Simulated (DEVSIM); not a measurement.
Device: GaAs n+/n-/n+ resistor, at 300 K.

| layer (left to right) | material | thickness (μm) | Nd (cm⁻³) | τn (s) | τp (s) |
|---|---|---|---|---|---|
| 1 | GaAs | 0.220 | 1.4e17 | 4.6e-9 | 4.6e-9 |
| 2 | GaAs | 0.830 | 2.8e12 | 4.6e-9 | 4.6e-9 |
| 3 | GaAs | 0.650 | 2.2e17 | 4.6e-9 | 4.6e-9 |

Left contact: ohmic. Right contact: ohmic. Voltage is applied to the left contact. Recombination: SRH at mid-gap, radiative, Auger. Mobility is μmin + (μ − μmin)/(1 + (N/Nref)^α).

The device is made up for the run: typed textbook-type constants, with dimensions and the other settings drawn at random. Values at 300 K.

```tsv
parameter	GaAs
gap (eV)	1.424
affinity (eV)	4.07
permittivity	12.9
Nc (cm⁻³)	4.7e17
Nv (cm⁻³)	9e18
μn (cm²/Vs)	8500
μp (cm²/Vs)	400
μn,min	500
μp,min	20
Nref,n	6e16
Nref,p	1.5e17
αn	0.39
αp	0.38
B (cm³/s)	2e-10
Cn (cm⁶/s)	1e-30
Cp (cm⁶/s)	1e-30
```

Model (solved in DEVSIM): 1D drift-diffusion, Boltzmann statistics, complete ionisation; no tunnelling, impact ionisation, image-force lowering or self-heating.

Task: Give the dark forward current.

Result: 
(V (V), J (A/cm²)): (0.05, 720); (0.20, 3300); (0.35, 6600); (0.50, 11000); (0.65, 16000); (0.80, 22000); (0.95, 28000); (1.10, 35000); (1.25, 43000); (1.40, 52000); (1.55, 61000); (1.70, 71000); (1.85, 82000); (2.00, 93000)
